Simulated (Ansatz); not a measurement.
## Ir: response to strain

Take Ir in the fcc (Cu type) structure (space group Fm-3m, No. 225; a = 3.872 Å; relaxed with 0.1 eV smearing) as the base.

Strains are applied to the cell and any free atomic positions relax.

Level of theory: PBE (Ansatz, a program for electronic structure, PAW, no SOC).

```json
[
 {"isotropic strain (%)": "-2.5", "pressure (GPa)": "31.9"},
 {"isotropic strain (%)": "-2", "pressure (GPa)": "24.5"},
 {"isotropic strain (%)": "-1.5", "pressure (GPa)": "17.6"},
 {"isotropic strain (%)": "-1", "pressure (GPa)": "?"},
 {"isotropic strain (%)": "-0.5", "pressure (GPa)": "5.4"},
 {"isotropic strain (%)": "0", "pressure (GPa)": "0.0"},
 {"isotropic strain (%)": "0.5", "pressure (GPa)": "-5.0"},
 {"isotropic strain (%)": "1", "pressure (GPa)": "-9.6"},
 {"isotropic strain (%)": "2", "pressure (GPa)": "-17.7"}
]
```

Q: Fit P = P₀ − Bδ + Cδ² with δ = (1 + ε)³ − 1 to the rows shown and predict the withheld row.

A: Least squares on the printed values gives P₀ = 0.0 GPa, B = 354 GPa, C = 1100 GPa (largest residual 0.2 GPa); this predicts 11.4 GPa, and the run gives 11.3 GPa, in agreement.

Whether these cells are dynamically stable was not tested. All final runs are without spin polarisation.
